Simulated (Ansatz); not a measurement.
**SrTiO3: energy against strain**

SrTiO3 (cubic perovskite, Pm-3m, 11.451 Å³/atom at rest) under an equal strain ε in the (111) plane with the normal axis free, as in a coherent film. LDA in Ansatz, a plane-wave DFT program (PAW, default set), 420 eV, 9×9×9 Γ-centred mesh, Fermi-Dirac smearing 0.05 eV; ions are relaxed within the symmetry of each cell.

Here s stands for strain and y for E less E0.

```csv
strain (%),E less E0 (meV/atom)
-2.50,?
-1.00,2.86
-0.50,0.69
0.00,0.00
0.50,0.68
1.00,2.76
```

**Question.** Fit y against s with a parabola, and predict the withheld value at s = -2.50.

**Answer.** Least squares gives y = -0.012 - 0.0420·s + 2.8200·s². Residuals (row less fit): 0.010, -0.024, 0.012, 0.008, -0.006; standard error 0.021 (degrees of freedom: 2). Twice the quadratic coefficient over the volume, 2 × 2.8200 meV × 10⁴ × 0.1602 / 11.451 Å³, is twice the biaxial elastic modulus of this plane = 789 ± 6 GPa. At the withheld row, y = -0.012 - 0.0420 × (-2.5) + 2.8200 × (-2.5)² = 17.718 meV/atom. The calculation gives 18.64 meV/atom, 0.922 meV/atom above the prediction (4.9 % of the range of y in the table). The row lies outside the fitted rows, so this is an extrapolation. From the scatter of the fitted rows alone, a prediction at this place has a standard error of 0.138 meV/atom, so the miss is 6.7 times that.

One order more, fitted to all 11 runs of the series, follows each within 0.03, so the miss is the next term of a smooth law. The primitive cell can neither tilt nor turn polar against its symmetry, as such crystals can under strain. SrTiO3 is here the ideal cubic form; the compound distorts at low or room temperature. Rows are the converged runs of the series near zero and its far end; series whose fitted rows scatter by over a few per cent of the range, as at a crossing or softening among them, aren't shown in this form. Most that stay on the fit to the last digits aren't either.
